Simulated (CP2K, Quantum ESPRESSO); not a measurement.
A Quantum ESPRESSO input for a self-consistent single point of CdPd₃ (I4/mmm, 4 atoms in the cell) (DFT, PBEsol, plane waves, GBRV 1.5 ultrasoft (PBESOL) pseudopotentials):

```fortran
&control
 calculation = 'scf',
 prefix = 'scf',
 outdir = './tmp',
 pseudo_dir = './',
 tprnfor = .true.,
 tstress = .true.,
/
&system
 ibrav = 7,
 A = 3.83217200,
 C = 7.60785000,
 nat = 4,
 ntyp = 2,
 ecutwfc = 40,
 ecutrho = 320,
 occupations = 'smearing',
 smearing = 'fd',
 degauss = 0.0073499,
/
&electrons
 conv_thr = 1.0d-10,
/
ATOMIC_SPECIES
Cd   112.4140  cd_pbesol_v1.uspp.F.UPF
Pd   106.4200  pd_pbesol_v1.4.uspp.F.UPF
ATOMIC_POSITIONS crystal
Cd    0.00000000    0.00000000    0.00000000
Pd   -0.50000000    0.25000000    0.75000000
Pd   -0.50000000    0.75000000    0.25000000
Pd    0.00000000    0.50000000    0.50000000
K_POINTS automatic
8 8 8  0 0 0
```

Problem. Write the same calculation as an input for CP2K.

Solution. One input that does it (others would too):

```
&GLOBAL
  PROJECT run
  RUN_TYPE ENERGY_FORCE
  PRINT_LEVEL LOW
&END GLOBAL
&FORCE_EVAL
  METHOD Quickstep
  STRESS_TENSOR ANALYTICAL
  &DFT
    BASIS_SET_FILE_NAME BASIS_MOLOPT
    POTENTIAL_FILE_NAME GTH_POTENTIALS
    &QS
      METHOD GPW
      EPS_DEFAULT 1E-10
    &END QS
    &MGRID
      CUTOFF 500
      REL_CUTOFF 40
      NGRIDS 5
    &END MGRID
    &SCF
      SCF_GUESS ATOMIC
      EPS_SCF 1E-7
      MAX_SCF 100
      ADDED_MOS 11
      &DIAGONALIZATION
        ALGORITHM STANDARD
      &END DIAGONALIZATION
      &MIXING
        METHOD BROYDEN_MIXING
        ALPHA 0.3
        NBUFFER 12
      &END MIXING
      &SMEAR ON
        METHOD FERMI_DIRAC
        ELECTRONIC_TEMPERATURE [K] 1160.45
      &END SMEAR
    &END SCF
    &KPOINTS
      SCHEME MONKHORST-PACK 8 8 8
      GAMMA_CENTERED T
    &END KPOINTS
    &XC
      &XC_FUNCTIONAL
        &PBE
          PARAMETRIZATION PBESOL
        &END PBE
      &END XC_FUNCTIONAL
    &END XC
    &PRINT
      &MO
        EIGENVALUES T
        OCCUPATION_NUMBERS T
        NDIGITS 8
        FILENAME mo
        &EACH
          QS_SCF 0
        &END EACH
        ADD_LAST NUMERIC
      &END MO
      &MULLIKEN OFF
      &END MULLIKEN
    &END PRINT
  &END DFT
  &SUBSYS
    &CELL
      A 4.67039800 0.00000000 0.00000000
      B 1.52601000 4.41405800 0.00000000
      C -3.09820400 -2.20702900 2.70975500
      PERIODIC XYZ
    &END CELL
    &COORD
      SCALED
      Cd       0.00000000     0.00000000     0.00000000
      Pd       0.75000000     0.25000000     0.50000000
      Pd       0.25000000     0.75000000     0.50000000
      Pd       0.50000000     0.50000000     0.00000000
    &END COORD
    &KIND Cd
      BASIS_SET DZVP-MOLOPT-SR-GTH
      POTENTIAL GTH-PBE-q12
    &END KIND
    &KIND Pd
      BASIS_SET DZVP-MOLOPT-SR-GTH
      POTENTIAL GTH-PBE-q18
    &END KIND
  &END SUBSYS
  &PRINT
    &FORCES ON
    &END FORCES
    &STRESS_TENSOR ON
    &END STRESS_TENSOR
  &END PRINT
&END FORCE_EVAL
```

Basis settings and potentials, where a program has them, do not carry over. This input uses DFT PBEsol, GPW, DZVP-MOLOPT-SR-GTH basis, GTH-PBE potentials (GTH_POTENTIALS). Both were run: pressure 23.61 GPa in Quantum ESPRESSO and 26.65 in CP2K.

On CP2K: the starting cell comes from a database of computed structures (which also holds hypothetical and non-ambient phases and stackings), without a prior relaxation at this level. Its lattice was rescaled by a random factor within 2.5 % of one. For this run, on top of that: lattice scaled by 0.98. Spin polarisation is off. Values carry the incompleteness of an atom-centred basis. The potentials were made for another functional than the one used. With a pressure of about 27 GPa the cell is away from its equilibrium volume at this level.

On Quantum ESPRESSO: the starting cell comes from a database of computed structures (which also holds hypothetical and non-ambient phases and stackings), without a prior relaxation at this level. Its lattice was rescaled by a random factor within 2.5 % of one. For this run, on top of that: lattice scaled by 0.98. Spin polarisation is off. With a pressure of about 24 GPa the cell is away from its equilibrium volume at this level.
